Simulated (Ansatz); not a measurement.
Base system: Rb in the bcc (W type) structure (space group Im-3m, No. 229).

```yaml
crystal:
  lattice:
    - [-2.83552, 2.83552, 2.83552]
    - [2.83552, -2.83552, 2.83552]
    - [2.83552, 2.83552, -2.83552]
  atoms:
    - { symbol: Rb, position: [0.00000, 0.00000, 0.00000] }
```

Method: PBE (Ansatz, a first-principles code; PAW; 420 eV plane waves; scalar-relativistic without spin-orbit coupling), earlier PAW set.

For the base:

```
Item                    Value
-------------------  --------
Lattice parameter a  567.1 pm
```

Modification: cell and atoms relaxed at a pressure of 15 GPa.

**Question.** What happens to the lattice parameter a?

**Answer.** The lattice parameter a decreases by 164.0 pm to 403.1 pm.

Load acts through the strain it causes; cell and atoms are relaxed under it. Whether these cells are dynamically stable was not tested. The final runs are not spin-polarised. Measured, Rb leaves this structure (for fcc) near 7 GPa (temperature not stated; as listed in Olga Degtyareva, NATO science for peace and security series. B, Physics and biophysics (2010)).
